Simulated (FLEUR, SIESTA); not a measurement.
A FLEUR input for a self-consistent single point of Mg₂NiH₄ (Imm2, 7 atoms in the cell) (DFT, LDA (Perdew-Zunger), all-electron FLAPW (FLEUR), scalar-relativistic valence):

Input of the input generator:

```
Mg2NiH4 crystal
&input film=f /
-0.5011228507 0.7008831928 0.5075811645
0.5011228507 -0.7008831928 0.5075811645
0.5011228507 0.7008831928 -0.5075811645
8.5323220977
1.0 1.0 1.0

7
12 0.7596300000 0.5092900000 0.2503400000
12 0.2589500000 0.5092900000 0.7496600000
28 0.0384500000 0.0384500000 0.0000000000
1 0.1806500000 0.9486000000 0.2320500000
1 0.7165500000 0.9486000000 0.7679500000
1 0.2568800000 0.9954300000 0.7385500000
1 0.2568800000 0.5183300000 0.2614500000

&comp jspins=1 /
&exco xctyp='pz' /
&kpt div1=7 div2=7 div3=7 /
&end /
```

```xml
<?xml version="1.0" encoding="UTF-8" standalone="no"?>
<fleurInput fleurInputVersion="0.39">
   <comment>
      Mg2NiH4 crystal                                                                                     
   </comment>
   <calculationSetup>
      <cutoffs Kmax="4.7" Gmax="16.4" GmaxXC="16.4" numbands="0"/>
      <scfLoop itmax="80" minDistance="0.00001" maxIterBroyd="25" imix="Anderson" alpha="0.05" precondParam="0.0" spinf="2.0"/>
      <coreElectrons ctail="T" frcor="F" kcrel="0" coretail_lmax="0"/>
      <xcFunctional name="pz" relativisticCorrections="F"/>
      <magnetism jspins="1"/>
      <soc l_soc="F" theta="0.0" phi="0.0" spav="F"/>
      <expertModes spex="0" secvar="F"/>
      <geometryOptimization l_f="T" forcealpha="1.0" forcemix="BFGS" epsdisp="0.00001" epsforce="0.00001"/>
      <ldaU l_linMix="F" mixParam="0.05" spinf="1.0"/>
   </calculationSetup>
   <cell>
      <bzIntegration valenceElectrons="40.0" mode="hist" fermiSmearingEnergy="0.00183747">
         <kPointListSelection listName="default-1"/>
         <!-- k-points included here -->
         <xi:include xmlns:xi="http://www.w3.org/2001/XInclude" href="kpts.xml"> </xi:include>
      </bzIntegration>
      <!-- symmetry operations included here -->
      <xi:include xmlns:xi="http://www.w3.org/2001/XInclude" href="sym.xml"> </xi:include>
      <bulkLattice scale="1.0">
         <bravaisMatrix>
            <row-1>   -4.2757415726900279     5.9801611538339694     4.3308459862396491</row-1>
            <row-2>    4.2757415726900279    -5.9801611538339694     4.3308459862396491</row-2>
            <row-3>    4.2757415726900279     5.9801611538339694    -4.3308459862396491</row-3>
         </bravaisMatrix>
      </bulkLattice>
   </cell>
   <atomSpecies>
      <species name="Magnesium (Mg)" element="Mg" atomicNumber="12">
         <mtSphere radius="2.68" gridPoints="925" logIncrement="0.013"/>
         <atomicCutoffs lmax="10" lnonsphr="8"/>
         <electronConfig flipSpins="F">
            <coreConfig>(1s1/2)</coreConfig>
            <valenceConfig>(2s1/2) (2p1/2) (2p3/2) (3s1/2)</valenceConfig>
         </electronConfig>
         <energyParameters s="3" p="3" d="3" f="4"/>
         <lo type="SCLO" l="0" n="2" eDeriv="0"/>
         <lo type="SCLO" l="1" n="2" eDeriv="0"/>
      </species>
      <species name="Nickel (Ni)" element="Ni" atomicNumber="28">
         <mtSphere radius="1.88" gridPoints="649" logIncrement="0.019"/>
         <atomicCutoffs lmax="8" lnonsphr="6"/>
         <electronConfig flipSpins="F">
            <coreConfig>(1s1/2) (2s1/2) (2p1/2) (2p3/2) (3s1/2)</coreConfig>
            <valenceConfig>(3p1/2) (3p3/2) (4s1/2) (3d3/2) (3d5/2)</valenceConfig>
            <stateOccupation state="(3d3/2)" spinUp="1.6" spinDown="1.6"/>
            <stateOccupation state="(3d5/2)" spinUp="2.4" spinDown="2.4"/>
         </electronConfig>
         <energyParameters s="4" p="4" d="3" f="4"/>
         <lo type="SCLO" l="1" n="3" eDeriv="0"/>
      </species>
      <species name="Hydrogen (H)" element="H" atomicNumber="1">
         <mtSphere radius="0.81" gridPoints="283" logIncrement="0.028"/>
         <atomicCutoffs lmax="6" lnonsphr="4"/>
         <electronConfig flipSpins="F">
            <coreConfig></coreConfig>
            <valenceConfig>(1s1/2)</valenceConfig>
            <stateOccupation state="(1s1/2)" spinUp="0.5" spinDown="0.5"/>
         </electronConfig>
         <energyParameters s="1" p="2" d="3" f="4"/>
      </species>
   </atomSpecies>
   <atomGroups>
      <atomGroup species="Magnesium (Mg)">
         <relPos label="                   1">-.2403700000 -.4907100000 .2503400000</relPos>
         <relPos label="                   2">.2589500000 -.4907100000 -.2503400000</relPos>
         <force calculate="T" relaxXYZ="TTT"/>
      </atomGroup>
      <atomGroup species="Nickel (Ni)">
         <relPos label="                   3">.0384500000 .0384500000 .0000000000</relPos>
         <force calculate="T" relaxXYZ="TTT"/>
      </atomGroup>
      <atomGroup species="Hydrogen (H)">
         <relPos label="                   4">.1806500000 -.0514000000 .2320500000</relPos>
         <relPos label="                   5">-.2834500000 -.0514000000 -.2320500000</relPos>
         <force calculate="T" relaxXYZ="TTT"/>
      </atomGroup>
      <atomGroup species="Hydrogen (H)">
         <relPos label="                   6">.2568800000 -.0045700000 -.2614500000</relPos>
         <relPos label="                   7">.2568800000 -.4816700000 .2614500000</relPos>
         <force calculate="T" relaxXYZ="TTT"/>
      </atomGroup>
   </atomGroups>
   <output dos="F" band="F" slice="F">
      <checks vchk="F" cdinf="F"/>
      <bandDOS minEnergy="-.5*Htr" maxEnergy="0.5*Htr" sigma="0.015" storeEVData="T"/>
      <vacuumDOS vacdos="F" integ="F" star="F" nstars="0" locx1="0.0" locy1="0.0" locx2="0.0" locy2="0.0" nstm="0" tworkf="0.0"/>
      <unfoldingBand unfoldBand="F" supercellX="1" supercellY="1" supercellZ="1"/>
      <plotting iplot="0" polar="F">
         <plot TwoD="T" vec1="  1.0  0.0  0.0" vec2="  0.0  1.0  0.0" vec3="  0.0  0.0  1.0" zero="  0.0  0.0  0.0" file="plot"/>
      </plotting>
      <chargeDensitySlicing numkpt="0" minEigenval="0.0" maxEigenval="0.0" nnne="0" pallst="F"/>
      <specialOutput eonly="F"/>
      <magneticCircularDichroism mcd="F" energyLo="-10.0" energyUp="0.0"/>
   </output>
  <!-- We include the file relax.xml here to enable relaxations (see documentation) -->
  <xi:include xmlns:xi="http://www.w3.org/2001/XInclude" href="relax.xml"> <xi:fallback/> </xi:include>
</fleurInput>
```

Task: Give the SIESTA input for the same structure, mesh, smearing and functional.

Result: This is the input that was run; spellings and numerical settings could be chosen otherwise.

```
# files in the folder: Mg.psml Ni.psml H.psml (PseudoDojo LDA standard)
SystemName  Mg2NiH4
SystemLabel mg2nih4

NumberOfAtoms                7
NumberOfSpecies              3
%block ChemicalSpeciesLabel
  1 12 Mg
  2 28 Ni
  3 1 H
%endblock ChemicalSpeciesLabel
LatticeConstant              1.0 Ang
%block LatticeVectors
    -2.262625000    3.164565000    2.291785000
     2.262625000   -3.164565000    2.291785000
     2.262625000    3.164565000   -2.291785000
%endblock LatticeVectors
AtomicCoordinatesFormat      Fractional
%block AtomicCoordinatesAndAtomicSpecies
     0.759630000    0.509290000    0.250340000  1
     0.258950000    0.509290000    0.749660000  1
     0.038450000    0.038450000    0.000000000  2
     0.180650000    0.948600000    0.232050000  3
     0.716550000    0.948600000    0.767950000  3
     0.256880000    0.995430000    0.738550000  3
     0.256880000    0.518330000    0.261450000  3
%endblock AtomicCoordinatesAndAtomicSpecies

XC.functional                LDA
XC.authors                   PW92
PAO.BasisSize                TZP
PAO.EnergyShift              0.01 Ry
MeshCutoff                   300 Ry
%block kgrid.MonkhorstPack
    7   0   0  0.0
    0   7   0  0.0
    0   0   7  0.0
%endblock kgrid.MonkhorstPack
OccupationFunction           FD
ElectronicTemperature        580.23 K

MaxSCFIterations             150
SCF.Mixer.Method             Pulay
SCF.Mixer.Weight             0.1
SCF.Mixer.History            8
SCF.DM.Tolerance             1.0E-05
Diag.ParallelOverK           true
WriteForces                  true
```

Basis, cutoffs, solver keys and any potentials are the target program's own. This input uses DFT, LDA PW92, numerical atomic orbitals TZP, PseudoDojo LDA standard norm-conserving potentials (rewritten from UPF to PSML). LDA parametrisations can differ slightly between programs.

The starting cell comes from a database of computed structures (which also holds hypothetical and non-ambient phases and stackings), without a prior relaxation at this level.
